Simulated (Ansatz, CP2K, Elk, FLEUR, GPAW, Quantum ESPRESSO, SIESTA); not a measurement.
## One structure in several programs: CdSe (P6_3mc, 4 atoms in the cell)

Self-consistent single point.

```
CELL_PARAMETERS angstrom
      4.34609     0.00000     0.00000
     -2.17305     3.76382     0.00000
      0.00000     0.00000     7.08984
ATOMIC_POSITIONS crystal
  Cd 0.66667 0.33333 0.49995
  Cd 0.33333 0.66667 0.99995
  Se 0.66667 0.33333 0.87591
  Se 0.33333 0.66667 0.37591
```

All programs got the same cell, k-point mesh and kind of occupations (some realise fixed ones as a very narrow smearing) (in Ansatz's words: kpoints.mp_grid.grid = 7 7 4; scf.occupations.method = fixed); potentials, basis and cutoffs are each program's usual ones.

```tsv
code	model	pressure (GPa)	largest force (eV/Å)	gap on the mesh (eV)	k-points	cutoff
FLEUR	PBE, all-electron FLAPW (FLEUR), scalar-relativistic valence	–	0.006	0.616	24	Kmax 4.3 1/bohr
GPAW	PBE, GPAW PAW datasets PBE (gpaw-data 1.0.1)	0.96	0.005	0.595	24	550 eV
Quantum ESPRESSO	PBE, GBRV 1.5 ultrasoft (PBE) pseudopotentials	1.25	0.006	0.573	24	40 Ry
CP2K	PBE, GPW, DZVP-MOLOPT-PBE-GTH basis, GTH-PBE potentials (POTENTIAL_UZH)	1.79	0.010	0.602	99	grid 500 Ry
Elk	PBE, all-electron FP-LAPW, Elk's shipped species files, LAPW+lo basis	–	–	0.572	32	rgkmax 7.5
SIESTA	GGA PBE, numerical atomic orbitals DZP, PseudoDojo PBE standard norm-conserving potentials (rewritten from UPF to PSML)	1.55	0.009	0.840	102	grid 300 Ry
Ansatz	PBE, PAW files	1.21	0.005	0.600	24	420 eV
```

A dash marks a value that a program does not give, or that is left out as unsure.

Gaps are read on the mesh.

The spread over the programs that give each value: pressure within 0.83 GPa; largest force within 0.005 eV/Å; gap on the mesh within 0.268 eV.

The starting cell comes from a database of computed structures (which also holds hypothetical and non-ambient phases and stackings), without a prior relaxation at this level.

Why do the programs differ, and what cannot be compared?

Differences of this kind can come from the potentials, where these differ, and from what each basis and cutoff leave unconverged. The valence holds different numbers of electrons (FLEUR 68, GPAW 36, Quantum ESPRESSO 36, CP2K 36, SIESTA 72, Ansatz (an electronic-structure program) 72). The zero of total energies and Fermi levels follows the potentials and each program's conventions, so they are not compared here. CP2K and SIESTA use small atom-centred bases, whose incompleteness enters pressures, forces and empty levels differently from a plane-wave cutoff. FLEUR and Elk treat all electrons, but the usual bases taken here (sphere radii, linearisation, local orbitals, empty states) were not tested for convergence, so the values are no reference for the others. Ansatz's pressure is given at a fixed set of plane waves, as the other plane-wave codes print theirs. The programs reduce the same mesh by symmetry to different extents, which changes the work and not the result. In the gap, SIESTA (by 0.245) lies more than 0.12 eV from the median of the plane-wave programs.

Left out of this page: ABINIT (with a known weakness of the program).

Keys are those of Ansatz 0.2.
